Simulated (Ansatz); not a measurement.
## Competing hops of interstitial Cu in diamond, charge state +1

Consider interstitial Cu in diamond, charge state +1. Level of theory: PBE, PAW (plane waves to 420 eV; Ansatz, a quantum-chemistry and plane-wave program).

Cell of 64 host sites held at the relaxed PBE lattice; a 2×2×2 k-point mesh shifted by half a step; Fermi-Dirac width 0.01 eV, spin-restricted; finite-size errors left in. Static, classical nuclei. The host's phase is taken as given; its stability against other phases was not computed. The charge state is imposed; whether it is stable for some Fermi level was not computed. Sites that were not tried may lie lower.

Barriers: single points on a 3×3×3 k-point mesh shifted by half a step at the bands' geometries.

| Route | Start site over the lowest site run (eV) | Hop (Å) | Forward barrier (eV) | Backward barrier (eV) | Neighbours at the start | Neighbours at the saddle | Saddle order | Forward, on the band's own sampling (eV) |
|---|---|---|---|---|---|---|---|---|
| Cu moves alone to another site | 0.00 | 1.55 | 0.46 | 0.46 | 4 C at 1.74, 6 C at 1.92 Å | 6 C at 1.73 Å | not checked, on a symmetry element | 0.45 |

Paths come from climbing-image nudged elastic band runs.  A band can be held on a symmetry element, so unchecked saddle points there may be too high.

The whole set of runs took around 1.4 core-hours (rough).
